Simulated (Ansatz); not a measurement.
The parent structure is TiO$_{2}$ in the anatase structure (space group I4_1/amd, No. 141; a = 3.799 Å, c = 9.701 Å).

All numbers come from plane-wave PAW DFT at the PBE level (Ansatz, a program for electronic structure, 420 eV), without spin-orbit coupling.

Strains are applied to the cell and any free atomic positions relax.

One change was made to it. Results:

The band gap drops by 0.04 eV to 2.09 eV; the smallest direct gap falls by 0.086 eV (2.43 eV → 2.35 eV); the largest internal atomic displacement is 0.014 Å; the energy grows by 8.5 meV/atom.

Task: What was done to the base?
(A) isotropic strain +1.80 %
(B) isotropic strain +3.00 %
(C) isotropic strain +1.20 %

Result: C, isotropic strain +1.20 %. For comparison, the energy relative to the base in the other runs: isotropic strain +1.80 % gives +19 meV/atom; isotropic strain +3.00 % gives +50 meV/atom.

No phonon test of stability was made. All final runs are without spin polarisation.
